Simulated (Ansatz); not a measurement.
Density of states of TiRh3 (Pm-3m) near the Fermi level, PBEsol, rigid bands (Ansatz, a first-principles code).

```json
[
 {"E − E_F (eV)": "-1.92", "states/eV/cell": "9.79"},
 {"E − E_F (eV)": "-1.82", "states/eV/cell": "8.30"},
 {"E − E_F (eV)": "-1.72", "states/eV/cell": "6.32"},
 {"E − E_F (eV)": "-1.62", "states/eV/cell": "6.31"},
 {"E − E_F (eV)": "-1.52", "states/eV/cell": "5.95"},
 {"E − E_F (eV)": "-1.42", "states/eV/cell": "5.21"},
 {"E − E_F (eV)": "-1.32", "states/eV/cell": "5.58"},
 {"E − E_F (eV)": "-1.22", "states/eV/cell": "6.19"},
 {"E − E_F (eV)": "-1.12", "states/eV/cell": "6.92"},
 {"E − E_F (eV)": "-1.02", "states/eV/cell": "7.74"},
 {"E − E_F (eV)": "-0.92", "states/eV/cell": "6.55"},
 {"E − E_F (eV)": "-0.82", "states/eV/cell": "4.74"},
 {"E − E_F (eV)": "-0.72", "states/eV/cell": "3.89"},
 {"E − E_F (eV)": "-0.62", "states/eV/cell": "3.68"},
 {"E − E_F (eV)": "-0.52", "states/eV/cell": "3.70"},
 {"E − E_F (eV)": "-0.42", "states/eV/cell": "3.88"},
 {"E − E_F (eV)": "-0.32", "states/eV/cell": "4.29"},
 {"E − E_F (eV)": "-0.22", "states/eV/cell": "5.55"},
 {"E − E_F (eV)": "-0.12", "states/eV/cell": "5.29"},
 {"E − E_F (eV)": "-0.02", "states/eV/cell": "3.52"},
 {"E − E_F (eV)": "0.08", "states/eV/cell": "2.93"},
 {"E − E_F (eV)": "0.18", "states/eV/cell": "2.41"},
 {"E − E_F (eV)": "0.28", "states/eV/cell": "2.28"},
 {"E − E_F (eV)": "0.38", "states/eV/cell": "2.22"},
 {"E − E_F (eV)": "0.48", "states/eV/cell": "2.22"},
 {"E − E_F (eV)": "0.58", "states/eV/cell": "2.37"},
 {"E − E_F (eV)": "0.68", "states/eV/cell": "2.92"},
 {"E − E_F (eV)": "0.78", "states/eV/cell": "2.90"},
 {"E − E_F (eV)": "0.88", "states/eV/cell": "2.70"},
 {"E − E_F (eV)": "0.98", "states/eV/cell": "1.94"},
 {"E − E_F (eV)": "1.08", "states/eV/cell": "1.45"},
 {"E − E_F (eV)": "1.18", "states/eV/cell": "1.14"},
 {"E − E_F (eV)": "1.28", "states/eV/cell": "1.01"},
 {"E − E_F (eV)": "1.38", "states/eV/cell": "0.89"},
 {"E − E_F (eV)": "1.48", "states/eV/cell": "2.11"},
 {"E − E_F (eV)": "1.58", "states/eV/cell": "8.03"},
 {"E − E_F (eV)": "1.68", "states/eV/cell": "8.03"},
 {"E − E_F (eV)": "1.78", "states/eV/cell": "8.46"},
 {"E − E_F (eV)": "1.88", "states/eV/cell": "7.51"}
]
```

### Question
With 4 atoms a cell, what bare Sommerfeld coefficient γ = (π²/3) k_B² N(E_F) follows?

### Answer
N(E_F) ≈ 3.4 states/eV a cell at 300 K, so γ ≈ 2.0 mJ/(mol of atoms·K²), before many-body enhancement (phonons, spin fluctuations, correlation).

### Question
How far does the Fermi level move in a rigid band for 0.1 electron a cell added or removed?

### Answer
30 meV and -28 meV.

A metal at this level (no band gap); rigid bands, thermally averaged at 300 K, both spins. Spin-orbit coupling is left out. Geometry: cell and atoms relaxed with PBEsol.

Formula and space group known from diffraction (Crystallography Open Database), not checked to be the room-temperature form: TiRh3 (Pm-3m).
